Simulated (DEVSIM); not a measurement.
System: Si p+/n-/n+ power diode, at 300 K.

| layer (left to right) | material | thickness (μm) | Nd (cm⁻³) | Na (cm⁻³) | τn (s) | τp (s) |
|---|---|---|---|---|---|---|
| 1 | Si | 9.50 | - | 1.5e18 | 4.2e-6 | 4.2e-6 |
| 2 | Si | 12.0 | 1.4e14 | - | 4.2e-6 | 4.2e-6 |
| 3 | Si | 8.70 | 1.2e18 | - | 4.2e-6 | 4.2e-6 |

Left contact: ohmic. Right contact: ohmic. Voltage is applied to the left contact. Recombination: SRH at mid-gap. Mobility is μmin + (μ − μmin)/(1 + (N/Nref)^α).

Constants are typed, rounded textbook-type inputs, not results; the design itself was drawn at random and stands for no fabricated device. Values at 300 K.

| parameter | Si |
|---|---|
| gap (eV) | 1.124 |
| affinity (eV) | 4.05 |
| permittivity | 11.7 |
| Nc (cm⁻³) | 2.86e19 |
| Nv (cm⁻³) | 3.1e19 |
| μn (cm²/Vs) | 1417 |
| μp (cm²/Vs) | 470 |
| μn,min | 52 |
| μp,min | 45 |
| Nref,n | 9.7e16 |
| Nref,p | 2.2e17 |
| αn | 0.68 |
| αp | 0.72 |

DEVSIM, 1D drift-diffusion, Boltzmann statistics, complete ionisation; no tunnelling, impact ionisation, image-force lowering or self-heating.

Q: Tabulate band edges, carrier densities and field at 0.9 V on the left contact.

A: Energies count from the Fermi level of the right contact; mesh points crowd at the junctions.

```tsv
x (μm)	Ec (eV)	Ev (eV)	n (cm⁻³)	p (cm⁻³)	field (V/cm)
0.000	0.146	-0.978	< 1e2	1.5e18	≈ 0
0.07185	0.146	-0.978	6.4e14	1.5e18	≈ 0
0.3735	0.146	-0.978	3.3e15	1.5e18	≈ 0
1.558	0.146	-0.978	1.4e16	1.5e18	≈ 0
7.226	0.148	-0.976	6.1e16	1.6e18	≈ 0
8.969	0.149	-0.975	7.5e16	1.6e18	≈ 0
9.385	0.149	-0.975	7.8e16	1.6e18	≈ 0
9.502	0.125	-0.999	2.0e17	6.1e17	-30000
9.580	0.111	-1.013	3.5e17	3.5e17	≈ 0
9.908	0.111	-1.013	3.5e17	3.5e17	≈ 0
11.20	0.111	-1.013	3.5e17	3.5e17	≈ 0
18.25	0.112	-1.012	3.4e17	3.4e17	≈ 0
20.73	0.113	-1.011	3.4e17	3.4e17	≈ 0
21.33	0.113	-1.011	3.4e17	3.4e17	≈ 0
21.49	0.107	-1.017	4.2e17	2.7e17	-12000
21.55	0.079	-1.046	1.3e18	9.0e16	≈ 0
21.79	0.079	-1.045	1.3e18	8.7e16	≈ 0
22.71	0.079	-1.045	1.3e18	7.8e16	≈ 0
27.75	0.081	-1.043	1.2e18	2.6e16	≈ 0
29.63	0.082	-1.042	1.2e18	6.3e15	≈ 0
30.07	0.082	-1.042	1.2e18	1.4e15	≈ 0
30.20	0.082	-1.042	1.2e18	< 1e2	≈ 0
```
